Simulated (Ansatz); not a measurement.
# HgTe under a change: uniaxial strain ε_zz = −0.50 %

Take HgTe in the zinc blende structure (space group F-43m, No. 216; a = 6.510 Å) as the base. Axes: x, y, z lie along the cube axes.

The change: uniaxial strain ε_zz = −0.50 %, all other strain components held at zero; the atoms relax in the strained cell.

The values are results of Ansatz (an electronic-structure program), PBEsol, PAW, cutoff 420 eV, without spin-orbit coupling, not measurements. Γ-centred 9×9×9 mesh, Fermi–Dirac width 0.05 eV.

- Volume per atom = 34.31 Å³ (base 34.48 Å³)
- Space group = I-4m2 (No. 119) (base F-43m (No. 216))
- Shortest interatomic distance = 2.814 Å (base 2.819 Å)
- Energy relative to the base (free energy F) = +0.1 meV/atom
- Pressure (mean of the normal stresses, compression positive) = 0.2 GPa (base 0.0 GPa)
- Band gap = zero (base zero)
- Valley order (the lowest conduction-band minima on the path, energy above the VBM, named in the base's zone) = Γ 0.02 eV; L along [1-11] 0.65 eV
- Stress (xx, yy, zz, yz, xz, xy; compression positive) = (0.2, 0.2, 0.3, 0.0, 0.0, 0.0) GPa (rough)

Without a gap, meshes like the base's 9×9×9 leave anisotropic stresses uncertain by several tenths of a GPa, and small strain energies with them. With Hg and Te present, leaving out spin-orbit coupling can change the band edges. Stability against distortions was not tested. All final runs are without spin polarisation. Gaps under 0.05 eV, about the width of the smearing, are given as zero. A zero or small gap of HgTe can be the functional's error rather than a property of the material.
